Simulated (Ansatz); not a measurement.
Consider TiO2 in the rutile structure (space group P4_2/mnm, No. 136; a = 4.548 Å, c = 2.917 Å). Axes: x, y, z lie along a, b, c of the conventional cell.

Method: LDA (Ansatz, a program for electronic structure; PAW; 420 eV plane waves; spin-orbit coupling left out).

For the base:

| Item | Result |
|---|---|
| Band gap | 1.86 eV |
| Volume per atom | 10.06 Å³ |
| Pressure | 0.00 GPa |

Now apply this change: compressive biaxial strain of 3.00 % in the plane normal to [001], as in epitaxy on a mismatched substrate; the out-of-plane cell vector and the atoms relax.

What does the calculation give for the band gap, volume per atom and pressure after the change?

The band gap rises by 0.04 eV to 1.90 eV; the volume per atom drops by 0.38 Å³ (10.06 Å³ → 9.68 Å³); the pressure (mean of the normal stresses, compression positive) goes from zero to 8.76 GPa.

No phonon test of stability was made. All final runs are without spin polarisation.
